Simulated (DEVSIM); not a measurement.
System: Ti/Si3N4/SiO2/p-Si capacitor, at 300 K.

```
layer (left to right)  material  thickness (nm)  Na (cm⁻³)
---------------------  --------  --------------  ---------
1                         Si3N4            26.0          -
2                          SiO2           0.500          -
3                            Si            6600     7.5e15
```

Metal gate on the left, work function 4.33 eV. Fixed charge at the semiconductor interface 0 cm⁻² (in units of +e); interface traps 1e12 cm⁻² eV⁻¹, uniform in energy, neutral level at 0.5 of the gap above the valence band.

Constants are typed, rounded textbook-type inputs, not results; the design itself was drawn at random and stands for no fabricated device. Values at 300 K.

| parameter | Si3N4 | SiO2 | Si |
|---|---|---|---|
| gap (eV) | 5.1 | 9 | 1.124 |
| affinity (eV) | 2.1 | 0.9 | 4.05 |
| permittivity | 7.5 | 3.9 | 11.7 |
| Nc (cm⁻³) | - | - | 2.86e19 |
| Nv (cm⁻³) | - | - | 3.1e19 |

Simulated with DEVSIM: 1D Poisson equation in equilibrium, Boltzmann statistics, complete ionisation; no quantum confinement or tunnelling. Metal contacts follow the ideal Schottky-Mott rule: no Fermi-level pinning, no interface dipoles.

Problem. Give the band bending (positive: bands bend down) and minority sheet density.

Solution. 
```
Vg (V)  ψs (V)  minority carriers (cm⁻²)
------  ------  ------------------------
-2.5    -0.192                     < 1e8
-2.2    -0.180                     < 1e8
-1.9    -0.164                     < 1e8
-1.6    -0.143                     < 1e8
-1.3    -0.110                     < 1e8
-1      -0.049                     < 1e8
-0.7     0.068                     < 1e8
-0.4     0.221                     < 1e8
-0.1     0.384                     < 1e8
0.2      0.550                     < 1e8
0.5      0.715                    1.0e10
0.8      0.805                    2.3e11
1.1      0.840                    6.0e11
1.4      0.862                    1.0e12
1.7      0.877                    1.4e12
2        0.889                    1.9e12
2.3      0.899                    2.3e12
```
